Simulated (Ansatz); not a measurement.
The reference is PbSe in the rock salt structure (space group Fm-3m, No. 225; a = 6.041 Å). Axes: x, y, z lie along the cube axes.

Calculations: Kohn–Sham DFT with the LDA functional, run in Ansatz (a first-principles code) with PAW and 420 eV plane waves, no spin-orbit coupling.

Base values:

The pressure is 0.0 GPa and the volume per atom comes out as 27.55 Å³.

Perturbation: tensile biaxial strain of 0.83 % in the plane normal to [111], as in epitaxy on a mismatched substrate; the out-of-plane cell vector and the atoms relax.

Task: Predict the new pressure.

Result: The pressure (mean of the normal stresses, compression positive) goes from zero to -0.4 GPa.

Task: What happens to the volume per atom?

Result: The volume per atom rises by 0.192 Å³ (27.55 Å³ → 27.75 Å³).

A case with no gap was solved on a k-mesh chosen for an insulator, which is coarse for it. Whether these cells are dynamically stable was not tested. All final runs are without spin polarisation. Gaps under 0.05 eV, about the width of the smearing, are given as zero.
